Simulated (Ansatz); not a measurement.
Start from Sn in the diamond structure (space group Fd-3m, No. 227).

```
CELL_PARAMETERS angstrom
      0.00000     3.28324     3.28324
      3.28324     0.00000     3.28324
      3.28324     3.28324     0.00000
ATOMIC_POSITIONS crystal
  Sn 0.00000 0.00000 0.00000
  Sn 0.25000 0.25000 0.25000
```

Cartesian axes are those of the cell as printed.

All numbers come from Ansatz (a quantum-chemistry and plane-wave program), r2SCAN, PAW, cutoff 500 eV, without spin-orbit coupling.

Before the change:

| Property | Value |
|---|---|
| Shortest interatomic distance | 2.843 Å |

Modification: uniaxial strain ε_zz = +1.00 %, all other strain components held at zero; the atoms relax in the strained cell.

Task: What happens to the shortest interatomic distance and energy relative to the base?

Result: The shortest interatomic distance goes up by 0.010 Å to 2.853 Å; the energy increases by 0.7 meV/atom.

Whether these cells are dynamically stable was not tested.
